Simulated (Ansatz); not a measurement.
The starting structures come from a database of crystals and need not be the phases stable at ambient conditions.

Given:

```yaml
crystal:
  lattice:
    - [4.29765, 0.00000, 0.00000]
    - [0.00000, 7.00787, 0.00000]
    - [2.14883, 0.00000, 3.72187]
  atoms:
    - { symbol: Cd, position: [0.00000, 0.50977, 0.00000] }
    - { symbol: Cd, position: [0.33333, 0.99036, 0.33333] }
    - { symbol: Se, position: [0.33333, 0.37425, 0.33333] }
    - { symbol: S, position: [0.00000, 0.87762, 0.00000] }
```

Space group of this cell: P3m1. The cell is taken as given; by PBEsol its mean pressure is -3.0 GPa.

Transport runs along the normal of the first two printed cell vectors, the (100) plane of the conventional cell.

The gap is the functional's own, uncorrected, and κ follows it; spin-orbit coupling is left out. Mid-gap values are interpolated between the computed energies.

State the band gap and the smallest decay constant κ at mid-gap according to PBEsol (Ansatz, an electronic-structure program).

Gap 0.56 eV on a 8×4×8 mesh; κ = 0.051 1/Å, at the zone centre.
